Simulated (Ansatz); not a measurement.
# What uniaxial strain ε_xx = +1.17 % does to V2O3

Take V2O3 in the corundum structure (space group R-3c, No. 167; a = 4.775 Å, c = 14.229 Å (hexagonal axes); ferromagnetic) as the base. Axes: x lies along a and z along c of the hexagonal cell.

One thing is altered: uniaxial strain ε_xx = +1.17 %, all other strain components held at zero; the atoms relax in the strained cell.

Method: PBEsol (Ansatz, a first-principles code, PAW, no spin-orbit coupling). k-mesh 12×12×12 (Γ-centred); smearing 0.05 eV (Fermi–Dirac).

The volume per atom goes up by 0.11 Å³, from 9.36 Å³ to 9.47 Å³ and the space group changes from R-3c (No. 167) to C2/c (No. 15). The shortest interatomic distance increases by 0.005 Å to 1.952 Å and the energy increases by 1.4 meV/atom. The pressure (mean of the normal stresses, compression positive) goes from zero to -2.8 GPa and the band gap stays zero. The magnetic state remains ferromagnetic and the largest site moment stays essentially unchanged (0.80 μB against 0.81 μB). The largest internal atomic displacement comes out as 0.010 Å and the stress (xx, yy, zz, yz, xz, xy; compression positive) is (-4.1, -1.8, -2.3, 0.2, 0.0, 0.0) GPa (rough).

Final structure:

```
V2O3
1.0
    2.41519     1.37828     4.74293
   -2.41519     1.37828     4.74293
    0.00000    -2.75656     4.74293
V O
4 6
Direct
  0.65980   0.65994   0.66050
  0.84006   0.84020   0.83950
  0.34020   0.34006   0.33950
  0.15994   0.15980   0.16050
  0.42643   0.07357   0.75000
  0.57357   0.92643   0.25000
  0.92415   0.25101   0.57540
  0.07585   0.74899   0.42460
  0.75101   0.42415   0.07540
  0.24899   0.57585   0.92460
```

Other magnetic orders, which the real material may have, were not ruled out. Without a gap, meshes like the base's 12×12×12 leave anisotropic stresses uncertain by several tenths of a GPa, and small strain energies with them. No phonon test of stability was made. No Hubbard U is applied, and correlation can decide whether such a compound is a metal. The base started in P-1 and relaxed to R-3c at this level.
